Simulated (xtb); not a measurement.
xtb 6.7.1, GFN2-xTB: Si(OMe)4 (CO[Si](OC)(OC)OC), 21 atoms. The geometry is a generated start, not checked to be a minimum at this level.

| Item | Result |
|---|---|
| method | GFN2-xTB |
| --acc | 1 (default) |
| --etemp (K) | 300 (default) |
| detailed input (--input) | none: ANC optimiser, Lindh (1995) Hessian, microcycle=20, maxdispl=1.0, hlow=0.01 (default) |
| basis functions | 54 |
| valence electrons | 56 |

```xyz
21

C      0.2142    -2.1601    -1.6460
O     -0.1394    -0.8222    -1.4004
Si    -0.0022    -0.0084    -0.0002
O     -0.5616     1.4908    -0.2818
C     -1.8198     1.8512    -0.7906
O     -0.8222    -0.8629     1.1138
C     -0.9599    -0.5565     2.4783
O      1.5110     0.1675     0.5648
C      2.5685     0.8684    -0.0418
H     -0.4660    -2.8330    -1.1228
H      1.2333    -2.3620    -1.3128
H      0.1404    -2.3244    -2.7219
H     -1.9028     2.9364    -0.7179
H     -2.6219     1.3830    -0.2164
H     -1.9096     1.5434    -1.8326
H     -0.0025    -0.6622     2.9896
H     -1.3186     0.4658     2.6141
H     -1.6825    -1.2568     2.8998
H      2.7094     0.5445    -1.0750
H      2.3634     1.9394    -0.0349
H      3.4686     0.6581     0.5348
```

The structure is relaxed from this start with --opt LEVEL for the levels crude, sloppy, loose, lax, normal, tight, vtight, extreme, once each. Up to the end of the extreme run atoms move by at most 0.44 Å along an axis.

Question: Choose the cheapest level whose final energy lies within 1 meV of that of extreme.

Answer: normal: 16 cycles against 31, ending 0.19 meV above.

```json
[
 {"level": "crude", "cycles": "1", "energy above the extreme run (meV)": "11", "gradient norm (eV/Å)": "0.12"},
 {"level": "sloppy", "cycles": "1", "energy above the extreme run (meV)": "11", "gradient norm (eV/Å)": "0.12"},
 {"level": "loose", "cycles": "1", "energy above the extreme run (meV)": "11", "gradient norm (eV/Å)": "0.12"},
 {"level": "lax", "cycles": "1", "energy above the extreme run (meV)": "11", "gradient norm (eV/Å)": "0.12"},
 {"level": "normal", "cycles": "16", "energy above the extreme run (meV)": "0.19", "gradient norm (eV/Å)": "0.021"},
 {"level": "tight", "cycles": "18", "energy above the extreme run (meV)": "0.11", "gradient norm (eV/Å)": "0.027"},
 {"level": "vtight", "cycles": "30", "energy above the extreme run (meV)": "under 0.01", "gradient norm (eV/Å)": "0.0022"},
 {"level": "extreme", "cycles": "31", "energy above the extreme run (meV)": "—", "gradient norm (eV/Å)": "0.0020"}
]
```
